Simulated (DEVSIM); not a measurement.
Structure: Si p-n junction from an implanted or diffused profile, at 300 K.

```
layer (left to right)  material  thickness (μm)  Nd (cm⁻³)  τn (s)  τp (s)
---------------------  --------  --------------  ---------  ------  ------
1                            Si            56.0     2.4e15  2.1e-5  2.1e-5
```

Added acceptor profile: 4.3e17 cm⁻³ × exp(−(x − 0.15 μm)²/(2·(0.07 μm)²)). Left contact: ohmic. Right contact: ohmic. Voltage is applied to the left contact. Recombination: SRH at mid-gap. Gap narrowing is on: ΔEg = 6.92 meV × (l + √(l² + 0.5)), l = ln(N/1.3e17 cm⁻³), shared equally by both band edges. Mobility is μmin + (μ − μmin)/(1 + (N/Nref)^α).

This is a model device: material constants are rounded textbook-type values typed into the input, and sizes, dopings and lifetimes were drawn at random. Values at 300 K.

| parameter | Si |
|---|---|
| gap (eV) | 1.124 |
| affinity (eV) | 4.05 |
| permittivity | 11.7 |
| Nc (cm⁻³) | 2.86e19 |
| Nv (cm⁻³) | 3.1e19 |
| μn (cm²/Vs) | 1417 |
| μp (cm²/Vs) | 470 |
| μn,min | 52 |
| μp,min | 45 |
| Nref,n | 9.7e16 |
| Nref,p | 2.2e17 |
| αn | 0.68 |
| αp | 0.72 |

DEVSIM, 1D drift-diffusion, Boltzmann statistics, complete ionisation; no tunnelling, impact ionisation, image-force lowering or self-heating.

The straggle of the profile was swept, all else fixed.

```tsv
straggle of the profile (μm)	potential step across the device at zero bias (V)
0.021	0.000
0.035	0.000
0.049	0.625
0.07	0.709
0.098	0.737
0.14	0.750
0.21	0.756
```

From the first row to the last the potential step across the device at zero bias goes from 0.000 to 0.756.
